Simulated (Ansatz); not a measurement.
Relaxation of the outer planes of the (110) surface of fcc Al in its 1x1 cell, outermost plane spacing 1.43 Å in the ideal cut.

Computed with PBE (plane waves to 420 eV, PAW; Ansatz, a quantum-chemistry and plane-wave program).

Set-up: 7 atoms, 8.6 Å thick at the start (thin: gaps and levels are the slab's own); mesh 13x9x1; 0.1 eV smearing; dipole correction on; all atoms relaxed; symmetry of the start imposed; no spin, no spin-orbit, no U.

| plane | atoms | bulk spacing to the next (Å) | relaxed spacing (Å) | change (%) | rumpling (Å) |
|---|---|---|---|---|---|
| 1 | Al | 1.429 | ___ | ___ | 0.00 |
| 2 | Al | 1.429 | 1.493 | 4.5 | 0.00 |

Q: Fill in the missing entries.

A: 
- 1, relaxed spacing (Å): 1.310
- 1, change (%): -8.3
